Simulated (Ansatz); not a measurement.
Base system: Si in the diamond structure (space group Fd-3m, No. 227; a = 5.444 Å).

All numbers come from plane-wave PAW DFT at the r2SCAN level (Ansatz, a quantum-chemistry and plane-wave program, 500 eV), spin-orbit coupling left out.

Before the change:

The smallest direct gap is 2.74 eV and the band gap is 0.78 eV. The volume per atom is 20.17 Å³.

Modification: a hydrostatic pressure of 7 GPa.

Predict the new smallest direct gap.

The smallest direct gap rises by 0.02 eV (2.74 eV → 2.76 eV).

Estimate the effect on the band gap.

The band gap decreases by 0.12 eV to 0.66 eV.

What does the calculation give for the volume per atom after the change?

The volume per atom decreases by 1.24 Å³ to 18.93 Å³.

Load acts through the strain it causes; cell and atoms are relaxed under it. Stability against distortions was not tested. Tetrahedral semiconductors of this kind turn to denser phases somewhere between about 1 and 50 GPa; those were not computed, so compressed cells here can lie past the real transition.
